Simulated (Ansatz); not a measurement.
Here is the system:

End structure of OH on the 1x1 (111) surface of fcc Ag, one in a 1x1 cell, started at the site 'top Ag':

```yaml
crystal:
  lattice:
    - [2.93338, 0.00000, 0.00000]
    - [-1.46669, 2.54038, 0.00000]
    - [0.00000, 0.00000, 26.50000]
  atoms:
    - { symbol: Ag, position: [0.33333, 0.66667, 0.36572] }
    - { symbol: Ag, position: [0.66667, 0.33333, 0.45551] }
    - { symbol: Ag, position: [0.00296, 0.00281, 0.54529] }
    - { symbol: Ag, position: [0.36161, 0.64720, 0.63393] }
    - { symbol: O, position: [0.83025, 0.17909, 0.69716] }
    - { symbol: H, position: [0.00697, 0.00365, 0.71257] }
```

Model: 6-atom slab, 7.1 Å thick at the start under the adsorbate (thin: gaps and levels are the slab's own), 12x12x1 mesh, Fermi-Dirac 0.1 eV, dipole correction, 2 atoms held, the rest relaxed; no symmetry held; spin-polarised, no spin-orbit, no U, no dispersion correction. The starting moment vanished. At the end it is bonded to 2 Ag. In PBE it is, or lies within 0.03 eV of, the lowest of the starts that converged.

A negative adsorption energy means that the adsorbate is more stable on the surface than in its reference.

Task: Predict the work function of the top face from PBE run with Ansatz (a first-principles code).

Result: 6.32 eV

Task: Predict the adsorption energy against H2O(g) − ½ H2(g) from PBE.

Result: 1.17 eV

Task: Estimate the change of the step from the bottom to the top vacuum level, against the clean slab that PBE returns for this input.

Result: 1.92 eV

Task: Estimate the change of the work function that PBE returns for this input.

Result: 1.88 eV
